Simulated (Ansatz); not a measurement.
Inside the gap of an insulator the Bloch states are evanescent, with a wavenumber k + iκ along the transport direction.

Input:

```
Al2O3
1.0
    5.17795     0.00000     0.00000
    0.71899     7.02727     0.00000
   -2.22948     3.51364     2.40251
Al O
4 6
Direct
  0.70420   0.85210   0.00000
  0.29580   0.14790   0.00000
  0.29580   0.64790   0.00000
  0.70420   0.35210   0.00000
  0.19386   0.05614   0.69386
  0.80614   0.94386   0.30614
  0.50000   0.75000   0.69386
  0.50000   0.25000   0.30614
  0.80614   0.44386   0.61228
  0.19386   0.55614   0.38772
```

Space group of this cell: R-3c, corundum. The cell is taken as given; by r2SCAN its mean pressure is -6.9 GPa.

Transport runs along the normal of the first two printed cell vectors, the (110) plane of the conventional cell.

No gap correction and no spin-orbit coupling; mid-gap values are interpolated between computed energies.

Question: Compute, with r2SCAN (Ansatz, a first-principles code), the band gap and the smallest decay constant κ at mid-gap.

Answer: Gap 6.77 eV on a 12×12×12 mesh; κ = 0.396 1/Å, at the zone centre.
